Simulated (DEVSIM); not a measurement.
Device: Schottky contact on n-type GaP, at 300 K.

Layer 1 from the left is GaP, thickness (μm) 4.90, Nd (cm⁻³) 9.6e15, τn (s) 1.4e-7, τp (s) 1.4e-7. Layer 2 from the left is GaP, thickness (μm) 43.0, Nd (cm⁻³) 9e17, τn (s) 1.4e-7, τp (s) 1.4e-7.

Left contact: Schottky, work function 4.69 eV, emission velocity 8.5e6 cm/s. Right contact: ohmic. Voltage is applied to the left contact. Recombination: SRH at mid-gap, radiative. Mobility is constant in doping.

Constants are typed, rounded textbook-type inputs, not results; the design itself was drawn at random and stands for no fabricated device. Values at 300 K.

GaP: gap (eV) 2.26, affinity (eV) 3.8, permittivity 11.1, Nc (cm⁻³) 1.8e19, Nv (cm⁻³) 1.9e19, μn (cm²/Vs) 250, μp (cm²/Vs) 150, B (cm³/s) 1e-13.

Model (solved in DEVSIM): 1D drift-diffusion, Boltzmann statistics, complete ionisation; no tunnelling, impact ionisation, image-force lowering or self-heating. Metal contacts follow the ideal Schottky-Mott rule: no Fermi-level pinning, no interface dipoles.

Dark forward current:

```csv
|V| (V),|J| (A/cm²)
0.05,9.068e-8
0.10,7.039e-7
0.15,4.850e-6
0.20,3.279e-5
0.25,0.0002204
0.30,0.001473
0.35,0.009774
0.40,0.06403
0.45,0.4070
0.50,2.331
0.55,9.797
0.60,26.04
0.65,49.10
0.70,76.14
0.75,105.5
0.80,136.4
0.85,168.2
0.90,200.7
0.95,233.8
1.00,267.3
1.05,301.1
1.10,335.1
1.15,369.4
1.20,403.9
1.25,438.5
1.30,473.3
```

Question: Work out the local ideality factor n = ΔV / (kT/q · ln(J2/J1)) between the rows 0.15 and 0.20 V, 1.25 and 1.30 V.

Answer: kT/q = 25.85 mV. From 0.15 to 0.20 V: ln(3.279e-5/4.850e-6) = 1.911, n = 1.01, near the 1 of diffusion or emission over a barrier. From 1.25 to 1.30 V: ln(473.3/438.5) = 0.076, n = 25.33; the layers' resistance at their doping, Σ W/(qμN) = 0.0014 Ω cm², would take 48 mV of this step of 50 mV.

Question: Estimate the current at 0.30 V for emission alone, J0 = q v N_band exp(−φB/kT), and read the barrier back from the simulated current.

Answer: φB = 0.890 eV, N_band = 1.80e19 cm⁻³, J0 = 2.73e-8 A/cm²; J = J0 (exp(qV/kT) − 1) = 0.00300 A/cm². The simulation gives 0.00147 A/cm²; the estimate lies 100 % above. Read backwards, the simulated current gives an apparent barrier of 0.908 eV. The estimate leaves out transport through the depletion region and minority injection.
